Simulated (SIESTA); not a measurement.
**Converging shifted k-point meshes: Na (Im-3m, 1 atom in the cell)**

```yaml
crystal:
  lattice:
    - [-2.14065, 2.14065, 2.14065]
    - [2.14065, -2.14065, 2.14065]
    - [2.14065, 2.14065, -2.14065]
  atoms:
    - { symbol: Na, position: [0.00000, 0.00000, 0.00000] }
```

Computed with GGA PBE, numerical atomic orbitals TZP, PseudoDojo PBE standard norm-conserving potentials (rewritten from UPF to PSML) in SIESTA.

Base settings: XC.functional = GGA; XC.authors = PBE; potentials = PseudoDojo PBE standard; PAO.BasisSize = TZP; PAO.EnergyShift = 0.01 Ry; MeshCutoff = 300 Ry; kgrid.MonkhorstPack = 11 11 11; OccupationFunction = FD; ElectronicTemperature = 100 meV; MaxSCFIterations = 150.

Only quantities that move along the ladder and can be compared are tabulated.

Core times come from one kind of shared machine, to one figure; runs under 30 s give none.

The starting cell has typed, rounded lattice constants, without a prior relaxation at this level. Its lattice was rescaled by up to half a per cent. Values carry the incompleteness of an atom-centred basis.

Steps (kgrid.MonkhorstPack): 2 2 2 shifted by 0.5 0.5 0.5; 3 3 3 shifted by 0.5 0.5 0.5; 4 4 4 shifted by 0.5 0.5 0.5; 5 5 5 shifted by 0.5 0.5 0.5; 6 6 6 shifted by 0.5 0.5 0.5; 7 7 7 shifted by 0.5 0.5 0.5; 8 8 8 shifted by 0.5 0.5 0.5; 9 9 9 shifted by 0.5 0.5 0.5; 10 10 10 shifted by 0.5 0.5 0.5; 11 11 11 shifted by 0.5 0.5 0.5; 13 13 13 shifted by 0.5 0.5 0.5; 14 14 14 shifted by 0.5 0.5 0.5; 16 16 16 shifted by 0.5 0.5 0.5; 17 17 17 shifted by 0.5 0.5 0.5; 19 19 19 shifted by 0.5 0.5 0.5; 21 21 21 shifted by 0.5 0.5 0.5; 23 23 23 shifted by 0.5 0.5 0.5; 26 26 26 shifted by 0.5 0.5 0.5; 29 29 29 shifted by 0.5 0.5 0.5; 32 32 32 shifted by 0.5 0.5 0.5; 35 35 35 shifted by 0.5 0.5 0.5.

What is the coarsest kgrid.MonkhorstPack that holds the free energy within 2 meV/atom of the last step, with all finer ones?

9 9 9 shifted by 0.5 0.5 0.5; the step before is off by 4.7 meV/atom.

What is the coarsest kgrid.MonkhorstPack that holds the pressure within 0.05 GPa of the last step, with all finer ones?

7 7 7 shifted by 0.5 0.5 0.5; the step before is off by 0.06 GPa.

| kgrid.MonkhorstPack | free energy less the last step's (meV/atom) | pressure (GPa) | core time / last (rough) |
|---|---|---|---|
| 2 2 2 shifted by 0.5 0.5 0.5 | 71.78 | -0.87 | – |
| 3 3 3 shifted by 0.5 0.5 0.5 | 43.26 | -0.52 | – |
| 4 4 4 shifted by 0.5 0.5 0.5 | 1.63 | -0.19 | – |
| 5 5 5 shifted by 0.5 0.5 0.5 | 36.91 | -0.18 | – |
| 6 6 6 shifted by 0.5 0.5 0.5 | -17.61 | -0.38 | – |
| 7 7 7 shifted by 0.5 0.5 0.5 | 10.66 | -0.30 | – |
| 8 8 8 shifted by 0.5 0.5 0.5 | -4.66 | -0.34 | – |
| 9 9 9 shifted by 0.5 0.5 0.5 | 0.82 | -0.32 | – |
| 10 10 10 shifted by 0.5 0.5 0.5 | -1.25 | -0.33 | – |
| 11 11 11 shifted by 0.5 0.5 0.5 | -0.23 | -0.32 | – |
| 13 13 13 shifted by 0.5 0.5 0.5 | 0.19 | -0.32 | – |
| 14 14 14 shifted by 0.5 0.5 0.5 | -0.01 | -0.32 | – |
| 16 16 16 shifted by 0.5 0.5 0.5 | 0.22 | -0.32 | – |
| 17 17 17 shifted by 0.5 0.5 0.5 | -0.25 | -0.32 | – |
| 19 19 19 shifted by 0.5 0.5 0.5 | -0.20 | -0.32 | – |
| 21 21 21 shifted by 0.5 0.5 0.5 | -0.07 | -0.32 | – |
| 23 23 23 shifted by 0.5 0.5 0.5 | -0.02 | -0.32 | – |
| 26 26 26 shifted by 0.5 0.5 0.5 | 0.01 | -0.32 | 0.5 |
| 29 29 29 shifted by 0.5 0.5 0.5 | 0.01 | -0.32 | 0.7 |
| 32 32 32 shifted by 0.5 0.5 0.5 | -0.01 | -0.32 | 0.9 |
| 35 35 35 shifted by 0.5 0.5 0.5 | 0.00 | -0.32 | 1 |
